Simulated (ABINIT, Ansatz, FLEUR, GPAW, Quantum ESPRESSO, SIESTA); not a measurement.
**One structure in several programs: SnO (P4/nmm, 4 atoms in the cell)**

Self-consistent single point.

```xyz
4
Lattice="3.8137 0.0000 0.0000 0.0000 3.8137 0.0000 0.0000 0.0000 4.8869" Properties=species:S:1:pos:R:3 pbc="T T T"
Sn     0.0000     1.9068     1.1502
Sn     1.9068     0.0000     3.7367
O      1.9068     1.9068     0.0000
O      0.0000     0.0000     0.0000
```

Shared settings, as Ansatz (a first-principles code) writes them: kpoints.mp_grid.grid = 3 3 3; scf.occupations.method = fermi_dirac; scf.occupations.width = 0.0007 Ry. Potentials and cutoffs stand in the table.

| code | model | pressure (GPa) | largest force (eV/Å) | gap on the mesh (eV) | cutoff |
|---|---|---|---|---|---|
| FLEUR | PBE, all-electron FLAPW (FLEUR), scalar-relativistic valence | – | 0.359 | 1.132 | Kmax 4.4 1/bohr |
| ABINIT | PBE, norm-conserving pseudopotentials (PseudoDojo nc-sr-05 PBE standard) | 3.33 | 0.431 | 1.126 | 1143 eV |
| Ansatz | PBE, default PAW files | 2.93 | 0.439 | 1.124 | default |
| SIESTA | GGA PBE, numerical atomic orbitals DZP, PseudoDojo PBE standard norm-conserving potentials (rewritten from UPF to PSML) | 4.88 | 0.860 | 1.144 | grid 300 Ry |
| Quantum ESPRESSO | PBE, PSlibrary PAW (PBE, semicore) pseudopotentials | 2.65 | 0.536 | 1.131 | 55 Ry |
| GPAW | PBE, GPAW PAW datasets PBE (gpaw-data 1.0.1) | – | 0.384 | 1.130 | 950 eV |

A dash marks a value that a program does not give, or that is left out as unsure.

Gaps are read on the mesh. Another mesh or the band path gives a smaller gap, so these values are not converged in the mesh.

The spread over the programs that give each value: pressure within 2.23 GPa; largest force within 0.501 eV/Å; gap on the mesh within 0.020 eV.

SIESTA uses small atom-centred bases, whose incompleteness enters pressures, forces and empty levels differently from a plane-wave cutoff. FLEUR treats all electrons, but the usual bases taken here (sphere radii, linearisation, local orbitals, empty states) were not tested for convergence, so the values are no reference for the others. Ansatz's pressure is given at a fixed set of plane waves, as the other plane-wave codes print theirs; with its correction for the finite basis it is 3.40 GPa (the shift of 0.47 GPa shows how far the cutoff is from converged). The pressure of GPAW is left out: its cutoff lies under the one at which its stress was checked. In the pressure, SIESTA (by 1.95) lies more than 1 GPa from the median of the plane-wave programs. In the force vectors, SIESTA (by 0.425) and Quantum ESPRESSO (by 0.101) lie more than 0.08 eV/Å from the median of the plane-wave programs.

On the base mesh (5 5 4) the same programs gave: Ansatz pressure 3.18 GPa, gap on the mesh 0.558 eV; Quantum ESPRESSO pressure 2.90 GPa, gap on the mesh 0.564 eV; ABINIT pressure 3.57 GPa, gap on the mesh 0.561 eV; GPAW gap on the mesh 0.562 eV; FLEUR gap on the mesh 0.564 eV; SIESTA pressure 5.14 GPa, gap on the mesh 0.569 eV.

The values differ from the base mesh's, so the mesh still matters here: the table compares the programs at equal settings.

The starting cell comes from a database of computed structures (which also holds hypothetical and non-ambient phases and stackings), without a prior relaxation at this level.

Left out of this page: CP2K (on another mesh).

Keys are those of Ansatz 0.2.
